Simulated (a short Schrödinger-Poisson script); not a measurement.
System: gated Al0.4Ga0.6As/GaAs δ-doped gas, at 300 K.

```
layer      material  thickness (nm)  Na (cm⁻³)
-----  ------------  --------------  ---------
1      Al0.4Ga0.6As               8          -
2      Al0.4Ga0.6As              10          -
3              GaAs            6000       3e15
```

Constants are typed, rounded textbook-type inputs, not results; the design itself was drawn at random and stands for no fabricated device. Al0.4Ga0.6As: permittivity 11.76, conduction-band edge (eV) 0.316, gap (eV) 1.923, electron mass (mₑ) 0.1002, Nv at 300 K (cm⁻³) 9e18. GaAs: permittivity 12.9, conduction-band edge (eV) 0, gap (eV) 1.424, Nv at 300 K (cm⁻³) 9e18.

Channel valleys (confinement mass, in-plane density-of-states mass, number): Γ 0.067, 0.067, 1. At the gate the conduction-band edge of layer 1 lies 1.07 eV − eVg above the Fermi level of the channel; the field vanishes at the back. Sheet of ionised δ-doping: +3.7e12 e/cm² at 8 nm from the gate. The barrier under the gate holds no holes. Gaps are held at their typed values at every temperature. Mesh 0.08 nm at interfaces.

From a short Schrödinger-Poisson script (our own, NumPy): 1D Poisson equation in equilibrium, electrons quantum, Hartree (BenDaniel-Duke, 40 states a valley, the channel's in-plane mass for all, wave functions free to enter the barrier), parabolic valleys, classical holes, full ionisation, no traps, pinning or gate leakage.

The same stack at other levels of the model or other numerical settings:

```
run                                                                  sheet density of all electrons at Vg = 0.5 V (cm⁻²)  capacitance at Vg = 0.5 V (μF/cm²)  centroid of the channel electrons at Vg = 0.5 V (nm)  gate voltage at 1e11 electrons/cm² (V)  rough cost against the base
-------------------------------------------------------------------  ---------------------------------------------------  ----------------------------------  ----------------------------------------------------  --------------------------------------  ---------------------------
base                                                                                                             3.66e11                               0.384                                                  8.66                                    0.37                      about 1
electrons treated as classical, Boltzmann                                                                        4.24e11                               0.436                                                  5.91                                    0.36                         0.04
electrons treated as classical, Fermi-Dirac                                                                      4.01e11                               0.402                                                  6.68                                    0.36                          0.2
electrons treated as quantum, Hartree plus LDA exchange-correlation                                              3.84e11                               0.395                                                  8.31                                    0.37                            2
mesh six times as coarse                                                                                         3.66e11                               0.384                                                  8.68                                    0.37                          0.3
one subband a valley                                                                                             3.43e11                               0.380                                                  6.04                                    0.38                          0.3
```

The classical rows ignore confinement, and Boltzmann statistics overrate the density once the band edge passes the Fermi level.
